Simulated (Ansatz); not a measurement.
Start from Hf in the hcp (Mg type) structure (space group P6_3/mmc, No. 194; a = 3.198 Å, c = 5.049 Å; relaxed with 0.1 eV smearing). Axes: x lies along a and z along c of the hexagonal cell.

The values are results of r2SCAN (Ansatz, a quantum-chemistry and plane-wave program), no spin-orbit coupling, not measurements.

For the base:

The pressure is 0.0 GPa.

The change: uniaxial strain ε_zz = +2.00 %, all other strain components held at zero; the atoms relax in the strained cell.

**Question.** What does the calculation give for the energy relative to the base and pressure after the change?

**Answer.** The energy increases by 5.5 meV/atom; the pressure (mean of the normal stresses, compression positive) goes from zero to -2.1 GPa.

Stability against distortions was not tested. The final runs are not spin-polarised.
